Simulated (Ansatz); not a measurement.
Structures of equal composition on the (111)A surface of 3C silicon carbide (Si plane on top): (√3x√3)R30° In adatom at H3; (√3x√3)R30° In adatom at T4. The slabs share one bottom face, and each structure is named by its start. These are constructed structures in small cells; real faces may alloy, dewet or reconstruct in larger ones, and not all known structures of the face are among them. Slabs of about 10 Å with all that they carry, Fermi-Dirac smearing of 0.025 eV. Bottom of the slabs: H caps. Relaxed from the named starts with such symmetry as they have, on meshes of like density; energies extrapolated to zero smearing; no spin-orbit coupling, no U. Spin-polarised runs, if any, are marked in brackets, and their order is one that fits the cell; the others ran without spin. Where a second, spin-polarised start was run, the lower counts.

Host crystal: 3C silicon carbide, with a band gap (PBE, scalar-relativistic without spin-orbit coupling).

These are HSE06, at the PBE geometry (plane waves to 420 eV, PAW; Ansatz, an electronic-structure program) values and carry that method's errors.

Q: Put the candidates in order of energy per 1x1 cell, lowest first, for HSE06, at the PBE geometry.

A: (√3x√3)R30° In adatom at T4 (0.000 eV), (√3x√3)R30° In adatom at H3 (0.161 eV)
